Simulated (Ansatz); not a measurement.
**Effect of isotropic strain +2.37 % on Ti**

The reference is Ti in the hcp (Mg type) structure (space group P6_3/mmc, No. 194; a = 2.9395 Å, c = 4.6539 Å; relaxed with 0.1 eV smearing).

Now apply this change: the cell is scaled by 1.0237 in all directions; the atoms relax in the strained cell.

All numbers come from PBE/PAW in Ansatz (a first-principles code), without spin-orbit coupling, earlier PAW set. k-mesh 23×23×13 (Γ-centred); smearing 0.1 eV (Fermi–Dirac).

```csv
quantity,base,changed,shift
shortest interatomic distance,288.0 pm,294.8 pm,+6.8 pm
energy relative to the base (free energy F),0 meV/atom,+29 meV/atom,+29 meV/atom
"pressure (mean of the normal stresses, compression positive)",0.0 GPa,-6.9 GPa,-6.9 GPa
band gap,zero,zero,–
```

Final structure:

```yaml
crystal:
  lattice:
    - [3.00916, 0.00000, 0.00000]
    - [-1.50458, 2.60601, 0.00000]
    - [0.00000, 0.00000, 4.76416]
  atoms:
    - { symbol: Ti, position: [0.33333, 0.66667, 0.75000] }
    - { symbol: Ti, position: [0.66667, 0.33333, 0.25000] }
```

Stability against distortions was not tested. All final runs are without spin polarisation.
